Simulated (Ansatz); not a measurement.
The starting structures come from a database of crystals and need not be the phases stable at ambient conditions.

By PBEsol, the system below comes out a metal.

Without scattering a metal conducts by its projected Fermi surface.

Consider the following.

```
CELL_PARAMETERS angstrom
      4.64992     0.00000     0.00000
      0.00000     4.64992     0.00000
      2.32496    -2.32496     3.28799
ATOMIC_POSITIONS crystal
  In 0.25000 0.25000 0.50000
  In 0.75000 0.75000 0.50000
  Au 0.00000 0.00000 0.00000
```

The cell is taken as given; by PBEsol it stands under a pressure of -1.1 GPa.

The current flows along the normal of the first two printed cell vectors, the (001) plane of the conventional cell. No spin-orbit coupling; the value is a mean over 0.1 eV about the Fermi level.

Task: Estimate the ballistic conductance per area that PBEsol in Ansatz (a first-principles code) returns for this system.

Result: 0.65 × 10¹⁵ S/m² for both spins.
